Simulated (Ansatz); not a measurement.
# TiO2: response to strain

Take TiO$_{2}$ in the anatase structure (space group I4_1/amd, No. 141) as the base.

```yaml
crystal:
  lattice:
    - [-1.88489, 1.88489, 4.77588]
    - [1.88489, -1.88489, 4.77588]
    - [1.88489, 1.88489, -4.77588]
  atoms:
    - { symbol: Ti, position: [0.50000, 0.50000, 0.00000] }
    - { symbol: Ti, position: [0.25000, 0.75000, 0.50000] }
    - { symbol: O, position: [0.29247, 0.29247, 0.00000] }
    - { symbol: O, position: [0.04247, 0.54247, 0.50000] }
    - { symbol: O, position: [0.45753, 0.95753, 0.50000] }
    - { symbol: O, position: [0.70753, 0.70753, 0.00000] }
```

Cartesian axes are those of the cell as printed.

Strains are applied to the cell and any free atomic positions relax; under biaxial strain the out-of-plane vector relaxes too.

Level of theory: PBEsol (Ansatz, a first-principles code, PAW, scalar-relativistic without spin-orbit coupling).

Candidates:
(a) isotropic strain −4.64 %
(b) uniaxial strain ε_xx = −0.46 %
(c) biaxial strain +2.46 %, plane normal [001], relaxed out of plane

Notes on the quantities. energy relative to the base: free energy F.

Question: Order them by energy relative to the base, highest first.

Answer: (a) isotropic strain −4.64 % (+163 meV/atom), (c) biaxial strain +2.46 %, plane normal [001], relaxed out of plane (+12 meV/atom), (b) uniaxial strain ε_xx = −0.46 % (+0.3 meV/atom)

Stability against distortions was not tested. All final runs are without spin polarisation.
